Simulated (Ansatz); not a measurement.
CsCl-type FeAl was calculated with r²SCAN in Ansatz (plane waves, PAW).

Run with plane-wave cutoff 600 eV, 22×22×22 k mesh, Fermi–Dirac smearing 0.034 eV (set by the program), no spin polarisation, scalar-relativistic PAW data made under PBE.

Computed at the level's own relaxed cell.

Hill averages of the elastic tensor: K = 196.8 GPa, G = 118.8 GPa. Volume 11.488 Å³/atom, mean atomic mass 41.413 u.

**Question.** Work out the density, the sound velocities of a polycrystal and the elastic Debye temperature, and Pugh's ratio at this level.

**Answer.** ρ = 1.66054 × 41.413/11.488 = 5.986 g/cm³. v_l = √[(K + 4G/3)/ρ] = 7.703 km/s and v_t = √(G/ρ) = 4.455 km/s. The mean follows from 3/v_m³ = 1/v_l³ + 2/v_t³: v_m = 4.945 km/s. Θ_D = (ħ/k_B) v_m (6π²/V)^(1/3) = 76.38 K Å s/km × 4.945 × 1.7274 Å⁻¹ = 652 K, counting all atoms of the cell. K/G = 1.66, to be set beside Pugh's rough bound of 1.75 between brittle and ductile metals.

Ansatz is a program for electronic structure.
